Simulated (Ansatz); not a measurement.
Start from Al in the fcc (Cu type) structure (space group Fm-3m, No. 225; relaxed with 0.1 eV smearing).

```xyz
1
Lattice="0.0000 1.9968 1.9968 1.9968 0.0000 1.9968 1.9968 1.9968 0.0000" Properties=species:S:1:pos:R:3 pbc="T T T"
Al     0.0000     0.0000     0.0000
```

Cartesian axes are those of the cell as printed.

Calculations: r2SCAN (Ansatz, a program for electronic structure), spin-orbit coupling left out.

Strains are applied to the cell and any free atomic positions relax.

One change was made to it. Results:

| quantity | base | after |
|---|---|---|
| energy relative to the base (free energy F) | 0 meV/atom | +2.8 meV/atom |
| pressure (mean of the normal stresses, compression positive) | 0.0 GPa | 2.0 GPa |

Question: Which of these changes matches the shifts?
(A) uniaxial strain ε_zz = −0.50 %
(B) uniaxial strain ε_zz = −1.00 %
(C) uniaxial strain ε_zz = −3.00 %
(D) uniaxial strain ε_zz = −2.00 %

Answer: D, uniaxial strain ε_zz = −2.00 %. For comparison, the energy relative to the base in the other runs: uniaxial strain ε_zz = −3.00 % gives +6.6 meV/atom; uniaxial strain ε_zz = −1.00 % gives +0.7 meV/atom; uniaxial strain ε_zz = −0.50 % gives +0.2 meV/atom.

Whether these cells are dynamically stable was not tested.
